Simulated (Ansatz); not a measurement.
We consider CsCl-type RuAl, described by PBE-D3(BJ) (Ansatz, an electronic-structure program, PAW).

Excerpt of the program's output:

```
Crystal: 2 atoms, lattice volume = 26.282 Å³
Basis set: ecut = 520 eV, 739 PW (Γ), exchange–correlation on 48×48×48 points (8 copies of the dense FFT grid, shifted against one another)
Bands: 14, of which v1, the nominal top of the filled ones, is band 10 counted from 1 (9 counted from 0)
Symmetry: 48 space group operations
Space group: Pm-3m (ITA 221), of the structure as read, at distance tolerance 3.0e-5 Å
k-points: 220 of 5832
Functional: x = pbe(κ = 0.804, μ = 0.2195149727645171), c = pbe(β = 0.06672455060314922)
SCF iter   1: F=—  HF=-6418.513292 eV  |F-HF|=—  |Δ(HF+E_count)|=         —  Δρ=3.89e-3  dr2=3.96e-3
SCF iter   2: F=—  HF=-6418.512547 eV  |F-HF|=—  |Δ(HF+E_count)|=   7.46e-4  Δρ=2.31e-3  dr2=1.63e-3
  ...
SCF iter   5: F=—  HF=-6418.512192 eV  |F-HF|=—  |Δ(HF+E_count)|=   2.94e-7  Δρ=1.06e-5  dr2=1.22e-8
SCF iter   6: F=-6418.512192 eV  HF=-6418.512192 eV  |F-HF|=5.28e-11  |Δ(HF+E_count)|=   2.55e-9  Δρ=1.60e-6  dr2=1.52e-10
SCF 1 converged in 6 iterations: F = -6418.512192 eV  dr2 = 1.52e-10
SCF converged after 6 iterations
Free energy (F): -6418.512192 eV
Internal energy: -6418.500103 eV  (E = F + TS)
E sigma→0 (E₀):  -6418.506147 eV
Fermi energy:    16.475537 eV
--- Forces (eV/Å), atoms counted from 1 ---
  atom   1  Al     0.00000000    -0.00000000    -0.00000000
  atom   2  Ru    -0.00000000     0.00000000    -0.00000000
--- Stress (GPa, compression-positive) ---
       -0.000255      -0.000000      -0.000000
       -0.000000      -0.000255       0.000000
       -0.000000       0.000000      -0.000255
  P = ⅓ Tr σ = -0.0003 GPa (-0.003 kbar)
```

Question: Write an input file that could have produced this run (the log leaves some choices open).

Answer: This is not unique; one that fits is 
Ansatz 0.2 input:
```yaml
crystal:
  lattice:
    - [2.9731570015, 0.0, 0.0]
    - [0.0, 2.9731570015, 0.0]
    - [0.0, 0.0, 2.9731570015]
  atoms:
    - { symbol: Al, position: [0.5, 0.5, 0.5] }
    - { symbol: Ru, position: [0.0, 0.0, 0.0] }
basis:
  ecutwfc: 520
  ecutrho_ratio: 4
  xc_grid: 2
kpoints:
  mp_grid: { grid: [18, 18, 18] }
hamiltonian:
  xc: pbe
  dispersion: d3bj
  pseudopotentials: { kind: paw }
scf:
  occupations: { method: fermi_dirac, width: 0.05 }
  convergence: { dr2_threshold: 0.0000000002 }
output:
  forces: true
  stress: true
  eigenvalues: true
```
